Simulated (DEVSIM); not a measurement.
Device: Ru/Al2O3/p-Si capacitor, at 350 K.

Layer 1 from the left is Al2O3, thickness (nm) 23.0. Layer 2 from the left is Si, thickness (nm) 3000, Na (cm⁻³) 3.6e16.

Metal gate on the left, work function 4.7 eV. Fixed charge at the semiconductor interface -4.6e11 cm⁻² (in units of +e); no interface traps.

The device is made up for the run: typed textbook-type constants, with dimensions and the other settings drawn at random. Values at 300 K; Nc and Nv go as T^1.5, mobilities as T to minus their exponent, the gap by Varshni's rule with the affinity fixed.

Al2O3: gap (eV) 6.8, affinity (eV) 1.35, permittivity 9. Si: gap (eV) 1.124, affinity (eV) 4.05, permittivity 11.7, Nc (cm⁻³) 2.86e19, Nv (cm⁻³) 3.1e19, Varshni α (eV/K) 0.000473, Varshni β (K) 636.

Problem. Estimate by hand the flat-band voltage, the threshold voltage, and compare with a numerical solution.

Solution. 
- Flat-band voltage: C = 0.346 μF/cm², work-function difference -0.250 V; VFB = φms − qNf/C = -0.04 V; numerical -0.04 V.
- Threshold voltage: φF = 0.346 V, depletion charge √(4εqNφF) = 9.09e-8 C/cm²; VT = VFB + 2φF + Qd/C = 0.92 V; numerical 0.92 V.

DEVSIM, 1D Poisson equation in equilibrium, Boltzmann statistics, complete ionisation; no quantum confinement or tunnelling. Metal contacts follow the ideal Schottky-Mott rule: no Fermi-level pinning, no interface dipoles.
